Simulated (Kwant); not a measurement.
Model system: wire with a side stub in a Si two-dimensional gas. Effective mass 0.19 mₑ, grid spacing 6.7 nm, hard walls, nominal width 200 nm (29 grid rows, so walls 201 nm apart), one parabolic valley, scattering region 600 nm long along x; energies count from the band bottom; Fermi energy swept from 3.9582e-05 to 0.00047004 eV. Closed stub on one side, 140 nm wide and 390 nm deep.

The device is made up for the run: typed textbook-type constants, with dimensions and the other settings drawn at random.

Kwant, effective-mass tight-binding model on a square grid, one spin, coherent transport at 0 K. Conductance is in e²/h.

Question: How many channels do the leads carry at E = 0.307, 0.383, 0.401 meV?

Answer: The hard-wall thresholds are n² ħ²π²/(2mW²) = n² × 0.0490 meV with W = 201 nm. √(0.307/0.0490) = 2.50, so 2. √(0.383/0.0490) = 2.80, so 2. √(0.401/0.0490) = 2.86, so 2.
